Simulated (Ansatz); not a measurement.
Reference: MgS (Fm-3m), r2SCAN with spin-orbit coupling, rigid bands (plane waves, PAW; Ansatz, a program for electronic structure); axes and stresses refer to this cell.

```xyz
2
Lattice="0.0000 2.6016 2.6016 2.6016 0.0000 2.6016 2.6016 2.6016 0.0000" Properties=species:S:1:pos:R:3 pbc="T T T"
Mg     0.0000     0.0000     0.0000
S      2.6016     2.6016     2.6016
```

- band gap: 3.43 eV
- hole conductivity mass: 1.22 mₑ
- electron conductivity mass: 0.37 mₑ

**Question.** After one change the values are band gap 3.36 eV; hole conductivity mass 1.07 mₑ; electron conductivity mass 0.36 mₑ. What was changed between the two runs?
(A) uniaxial stress zz = -1 GPa (compression positive)
(B) biaxial stress xx = yy = -1 GPa (compression positive)
(C) uniaxial stress along [111] of -2 GPa (compression positive)

**Answer.** C, uniaxial stress along [111] of -2 GPa (compression positive)

Masses are for dilute carriers at 300 K, harmonic means over directions unless an axis is named. Stresses and pressures are the targets of the relaxation.  The structure type is held under load, also where the real crystal would transform.
